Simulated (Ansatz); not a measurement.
System: GaAs (model structure, started from the BeO type, P4₂/mnm, No. 136, 8 atoms in the cell). Method: r²SCAN+rVV10 (Ansatz, an electronic-structure program, plane waves, PAW).

Run with plane-wave cutoff 560 eV, 6×6×10 k mesh (along the axes of the cell as run), Fermi–Dirac smearing 0.01 eV, scalar-relativistic PAW data made under PBE.

Cell (relaxed at this level):

```yaml
crystal:
  lattice:
    - [6.89362, 0.00000, 0.00000]
    - [0.00000, 6.89362, 0.00000]
    - [0.00000, 0.00000, 3.99812]
  atoms:
    - { symbol: Ga, position: [0.32440, 0.67560, 0.00000] }
    - { symbol: Ga, position: [0.67560, 0.32440, 0.00000] }
    - { symbol: Ga, position: [0.82440, 0.82440, 0.50000] }
    - { symbol: Ga, position: [0.17560, 0.17560, 0.50000] }
    - { symbol: As, position: [0.31690, 0.31690, 0.00000] }
    - { symbol: As, position: [0.68310, 0.68310, 0.00000] }
    - { symbol: As, position: [0.18310, 0.81690, 0.50000] }
    - { symbol: As, position: [0.81690, 0.18310, 0.50000] }
```

Q: Estimate the band gap that the calculation returns.

A: 
* **band gap**: 0.98 eV (on the SCF k mesh)

Note: the relaxation could raise the start's symmetry but not lower it, so the cell can be a saddle point.

Spin–orbit coupling is not included.

It cost around 16 core-minutes (rough) of CPU time.

A model structure was made by putting elements into a prototype or built by hand; it is no filed structure, need not be a known phase, and can be a saddle point held by its symmetry.
